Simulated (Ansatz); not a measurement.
Take BeTe in the zinc blende structure (space group F-43m, No. 216; a = 5.5542 Å) as the base. Axes: x, y, z lie along the cube axes.

Method: LDA (Ansatz, an electronic-structure program; PAW; 420 eV plane waves; without spin-orbit coupling).

For the base:

The smallest direct gap is 3.59 eV and the valley order is X along ⟨100⟩ 1.79 eV; L along ⟨111⟩ 3.18 eV. The shortest interatomic distance is 2.405 Å.

Perturbation: uniaxial strain ε_zz = +2.00 %, all other strain components held at zero, atoms relaxed at fixed cell.

Question: Estimate the effect on the smallest direct gap.

Answer: The smallest direct gap decreases by 0.033 eV, from 3.59 eV to 3.55 eV.

Question: How does this affect the valley order?

Answer: The valley order (the lowest conduction-band minima on the path, energy above the VBM, named in the base's zone) becomes X along [010] 1.76 eV; X along [001] 1.89 eV; L along [111] 3.07 eV (base: X along ⟨100⟩ 1.79 eV; L along ⟨111⟩ 3.18 eV).

Question: What does the calculation give for the shortest interatomic distance after the change?

Answer: The shortest interatomic distance rises by 0.016 Å, from 2.405 Å to 2.421 Å.

Spin-orbit coupling, missing from the scalar runs, can matter with Te. Stability against distortions was not tested.
